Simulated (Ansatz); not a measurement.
Levels about the gap of amorphous Si$_{24}$O$_{50}$Ti (75 atoms in a cell of 1127 Å³, 2.24 g/cm³; zone centre alone, so wide bands show as single levels with stretches between that a denser mesh fills), at the geometry that PBE relaxed, where it gives -0.9 GPa on a denser mesh. The participation number counts the atoms over which a state spreads; weights are charges in smoothed Voronoi cells. The levels come from a single point, so bond lengths are those of that geometry. Method of the levels: PBE, scalar-relativistic without spin-orbit coupling (Ansatz, a quantum-chemistry and plane-wave program). Sampling: the zone centre alone; Fermi-Dirac width 0.02 eV; no spin polarisation. At PBE the levels at both edges of the gap are localised (band-tail or defect states), and the nearest spread-out levels lie 5.2 eV apart at the zone centre.

It comes from a melt-quench run on a machine-learned potential (CHGNet), relaxed afterwards by DFT. O atoms were pushed apart under 1.9 Å during the dynamics, to hinder bonds among them. The hot cell started wider than the set density and was brought back towards it in steps. It is the lowest in DFT energy of 2 quenches. It is a model cell: composition and starting density were chosen by hand, and all elements were melted together. No dispersion term was used. Its density started from a set value of 2.24 and ended at 2.24 g/cm³. The quench (nominally 480 K/ps over its main leg) was far faster than any real one, so the model tends to hold more defects than a real film. One small periodic cell is one sample of the glass; other quenches scatter about these values. The volume was held where the preparation left it and the shape relaxed, at a PBE pressure of -0.9 GPa (tension). Stress components on the final sampling reach 0.9 GPa.

```tsv
E - E(highest filled), eV	filling	participation number	largest on	weight O	weight Ti	weight Si
-0.32	filled	22.9	O, 2 neighbours	0.96	0.00	0.04
-0.30	filled	23.6	O, 2 neighbours	0.96	0.00	0.04
-0.26	filled	29.8	O, 2 neighbours	0.96	0.00	0.03
-0.21	filled	28.5	O, 2 neighbours	0.96	0.00	0.03
-0.19	filled	24.1	O, 2 neighbours	0.96	0.00	0.03
-0.02	filled	7.1	O, 2 neighbours	0.96	0.00	0.04
0.00	filled	12.8	O, 2 neighbours	0.96	0.00	0.03
3.53	empty	1.7	Ti, 4 neighbours	0.22	0.76	0.03
3.92	empty	1.8	Ti, 4 neighbours	0.23	0.74	0.03
4.30	empty	1.9	Ti, 4 neighbours	0.24	0.71	0.05
4.68	empty	2.1	Ti, 4 neighbours	0.27	0.68	0.05
4.97	empty	60.3	Si, 4 neighbours	0.65	0.03	0.32
5.66	empty	2.3	Ti, 4 neighbours	0.31	0.64	0.05
6.26	empty	25.2	Si, 4 neighbours	0.55	0.01	0.43
```

Most localised among these is the empty level at +3.53 eV, on a Ti atom, which has 4 neighbours (O 1.81 Å, O 1.83 Å, O 1.86 Å, O 1.88 Å).
